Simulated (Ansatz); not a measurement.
Worked example: zone-centre phonon calculation of TiTc (Pm-3m, 2 atoms in the cell) in Ansatz (a program for electronic structure).

Method: LDA (PW92), default PAW files made with PBE (plane waves; Ansatz).

```yaml
crystal:
  lattice:
    - [3.10375, 0.00000, 0.00000]
    - [0.00000, 3.10375, 0.00000]
    - [0.00000, 0.00000, 3.10375]
  atoms:
    - { symbol: Ti, position: [0.50000, 0.50000, 0.50000] }
    - { symbol: Tc, position: [0.00000, 0.00000, 0.00000] }
```

Reference input (self-consistent single point, DFT, LDA (PW92), plane waves, default PAW files made with PBE): basis.ecutwfc = 500 eV; kpoints.mp_grid.grid = 11 11 11; hamiltonian.xc = lda; hamiltonian.pseudopotentials = {kind: paw} (the program's default PAW files); scf.occupations.method = fermi_dirac; scf.occupations.width = 0.1 eV. This run's input differs from it in these lines:

```diff
@@ -21,7 +21,5 @@
     method: fermi_dirac
-    width: 0.1 eV
-output:
-  forces: true
-  eigenvalues: true
-  stress: true
+    width: 0.2 eV
+phonons:
+  method: dfpt
```

Log, with long lists cut:

```
SCF iter   1: F=—  HF=-7733.016728 eV  |F-HF|=—  |Δ(HF+E_count)|=         —  Δρ=6.39e-2  dr2=1.05e0  ethr=3.10e-3  ⟨swp⟩=5.0  Hψ=9931  notcnv=0
all-band conjugate gradients solve this SCF's bands
preconditioner: auto → none
SCF iter   2: F=—  HF=-7732.748407 eV  |F-HF|=—  |Δ(HF+E_count)|=   2.68e-1  Δρ=3.34e-2  dr2=2.79e-1  ethr=3.10e-3  ⟨swp⟩=2.0  Hψ=3974  notcnv=0
   [... lines left out ...]
SCF iter   5: F=—  HF=-7732.658974 eV  |F-HF|=—  |Δ(HF+E_count)|=   2.79e-6  Δρ=8.43e-5  dr2=9.70e-7  ethr=3.30e-7  ⟨swp⟩=2.3  Hψ=3426  notcnv=0
SCF iter   6: F=—  HF=-7732.658976 eV  |F-HF|=—  |Δ(HF+E_count)|=   1.27e-6  Δρ=8.09e-6  dr2=1.06e-8  ethr=3.59e-9  ⟨swp⟩=2.2  Hψ=4110  notcnv=0
SCF iter   7: F=—  HF=-7732.658976 eV  |F-HF|=—  |Δ(HF+E_count)|=  4.37e-11  Δρ=8.11e-7  dr2=1.26e-10  ethr=3.92e-11  ⟨swp⟩=1.1  Hψ=2406  notcnv=0
SCF iter   8: F=-7732.658976 eV  HF=-7732.658976 eV  |F-HF|=1.82e-12  |Δ(HF+E_count)|=  1.64e-11  Δρ=5.55e-8  dr2=6.10e-13  ethr=1.00e-12  ⟨swp⟩=5.1  Hψ=8996  notcnv=0
SCF 1 converged in 8 iterations: F = -7732.658976 eV  dr2 = 6.10e-13
DFPT response loops at Γ: preconditioner auto → Kerker (q_TF=auto, 2.682 Å⁻¹) (partly filled bands, converged f_vac=0.000) …
Free energy (F): -7732.658976 eV
Internal energy: -7732.420149 eV  (E = F + TS)
E sigma→0 (E₀):  -7732.539562 eV
Entropy (-TS):   -0.238827 eV (-119.414 meV/atom)
Fermi energy:    17.922210 eV
--- Phonons (Γ-DFPT): 2 representative perturbations + reference, on 126 of 1331 k-points (Σ response iterations 6) ---
  k mesh reduced under 8 symmetry operations, with k and −k counted as one. Each operation leaves every solved perturbation unchanged …
  ASR residual: 1.985e-3 → 0.000e0 eV/Å²; symmetrization residual: 5.226e-7 eV/Å²
  ASR residual per site (eV/Å²): 1.64e-3 1.98e-3
  Γ frequencies (cm⁻¹): 0.00 0.00 0.00 236.23 236.23 236.23
  non-analytic LO–TO correction: not included (Born effective charges unavailable; polar crystals: no LO–TO splitting at Γ)
```

The run converged in 8 iterations. 

Summary of the result:
| Item | Result |
|---|---|
| Free energy E − TS (on the zero of these files) | -7732.6590 eV |
| Fermi level (on the code's own zero) | 17.92 eV |
| Zone-centre frequencies (cm⁻¹; negative means imaginary) | 0, 0, 0, 236, 236, 236 |

The starting cell comes from a database of computed structures (which also holds hypothetical and non-ambient phases and stackings), without a prior relaxation at this level. Its lattice was rescaled by up to half a per cent. Spin polarisation is off.

Keys are those of Ansatz 0.2.
